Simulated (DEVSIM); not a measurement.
Device: abrupt Ge n-p junction, at 250 K.

```tsv
layer (left to right)	material	thickness (μm)	Nd (cm⁻³)	Na (cm⁻³)	τn (s)	τp (s)
1	Ge	0.150	1.1e16	-	0.00015	0.00015
2	Ge	1.90	-	2.2e15	0.00015	0.00015
```

Left contact: ohmic. Right contact: ohmic. Voltage is applied to the left contact. Recombination: SRH at mid-gap, radiative. Mobility is μmin + (μ − μmin)/(1 + (N/Nref)^α).

Constants are typed, rounded textbook-type inputs, not results; the design itself was drawn at random and stands for no fabricated device. Values at 300 K; Nc and Nv go as T^1.5, mobilities as T to minus their exponent, the gap by Varshni's rule with the affinity fixed.

| parameter | Ge |
|---|---|
| gap (eV) | 0.664 |
| affinity (eV) | 4 |
| permittivity | 16 |
| Nc (cm⁻³) | 1.04e19 |
| Nv (cm⁻³) | 6e18 |
| μn (cm²/Vs) | 3900 |
| μp (cm²/Vs) | 1900 |
| μn,min | 150 |
| μp,min | 100 |
| Nref,n | 2.6e17 |
| Nref,p | 4e17 |
| αn | 0.56 |
| αp | 0.6 |
| T exponent of μn | 1.66 |
| T exponent of μp | 2.33 |
| B (cm³/s) | 6.4e-14 |
| Varshni α (eV/K) | 0.000477 |
| Varshni β (K) | 235 |

Model (solved in DEVSIM): 1D drift-diffusion, Boltzmann statistics, complete ionisation; no tunnelling, impact ionisation, image-force lowering or self-heating.

The thickness of layer 2 was swept, all else fixed.

```tsv
thickness of layer 2 (μm)	dark forward voltage at 100 A/cm² (V)	dark forward voltage at 1 A/cm² (V)
0.38	[?]	[?]
0.66	0.293	0.184
1.1	0.304	0.196
1.9	0.317	0.203
3.2	0.330	0.207
5.7	0.348	0.210
9.5	0.377	0.212
```

Task: What belongs in the gaps?

Result: 
- 0.38, dark forward voltage at 100 A/cm² (V): 0.277
- 0.38, dark forward voltage at 1 A/cm² (V): 0.162
